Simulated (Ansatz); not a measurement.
# YZnPO: carrier doping

The reference is YZnPO (space group R-3m, No. 166; a = 3.847 Å, c = 29.987 Å (hexagonal axes); a cell from a computed database, its experimental status unchecked).

Carriers are added at fixed cell with a uniform background; the Fermi–Dirac width is that of 300 K.

Computed with DFT with PBEsol, PAW potentials and a 420 eV plane-wave cutoff in Ansatz (a quantum-chemistry and plane-wave program), no spin-orbit coupling.

Notes on the quantities. Fermi level from band edge: Fermi level relative to the doped band's edge (positive inside the band; to 0.05 eV).

| hole density (10^21 cm⁻³) | Fermi level from band edge (eV) |
|---|---|
| 2 | 0.50 |
| 3 | ? |
| 7 | 1.00 |
| 10 | 1.15 |

Question: Fit E_F = C n^s, fitted as a line in log–log form (a parabolic band gives s = 2/3) to the rows shown and predict the withheld row.

Answer: Least squares on the printed values gives C = 0.35 eV, s = 0.53 (largest residual 0.03 eV); this predicts 0.62 eV, and the run gives 0.70 eV, 0.08 higher.

Carriers are added with a uniform compensating background; total energy and stress of such cells depend on the potential's zero and are not compared; many-body gap narrowing is missing at this level. Whether these cells are dynamically stable was not tested.
